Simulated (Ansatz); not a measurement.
Band structure of MgS (Fm-3m, 2 atoms in the cell).

```yaml
crystal:
  lattice:
    - [0.00000, 2.61924, 2.61924]
    - [2.61924, 0.00000, 2.61924]
    - [2.61924, 2.61924, 0.00000]
  atoms:
    - { symbol: Mg, position: [0.00000, 0.00000, 0.00000] }
    - { symbol: S, position: [0.50000, 0.50000, 0.50000] }
```

Method: PBE, PAW files (plane waves; Ansatz, a program for electronic structure).

Settings: basis.ecutwfc = 420 eV; kpoints.mp_grid.grid = 7 7 7; hamiltonian.xc = pbe; hamiltonian.pseudopotentials = {kind: paw} (the program's default PAW files); scf.occupations.method = fermi_dirac; scf.occupations.width = 0.02 eV; kpoints.band_path.npoints = 8.

The starting cell comes from a database of computed structures (which also holds hypothetical and non-ambient phases and stackings), without a prior relaxation at this level. Its lattice was rescaled by a random factor within 2.5 % of one.

Problem. Predict the gap along the standard path and the places of the band edges.

Solution. The gap along the path is 2.75 eV, from Γ to X; the smallest direct gap on it is 3.56 eV.

Levels in eV from the top of the valence band on the path, bands 5 to 11:
```json
[
 {"point": "Γ", "5": "-12.55", "6": "0.00", "7": "0.00", "8": "0.00", "9": "3.56", "10": "7.93", "11": "7.93"},
 {"point": "X", "5": "-10.94", "6": "-4.08", "7": "-1.63", "8": "-1.63", "9": "2.75", "10": "4.45", "11": "11.81"},
 {"point": "W", "5": "-10.90", "6": "-3.13", "7": "-3.13", "8": "-2.30", "9": "5.17", "10": "7.90", "11": "7.90"},
 {"point": "K", "5": "-10.94", "6": "-3.59", "7": "-3.10", "8": "-1.32", "9": "3.88", "10": "6.66", "11": "9.59"},
 {"point": "L", "5": "-11.29", "6": "-4.72", "7": "-0.57", "8": "-0.57", "9": "4.52", "10": "6.87", "11": "6.87"},
 {"point": "U", "5": "-10.94", "6": "-3.59", "7": "-3.10", "8": "-1.32", "9": "3.88", "10": "6.66", "11": "9.59"}
]
```

Keys are those of Ansatz 0.2.
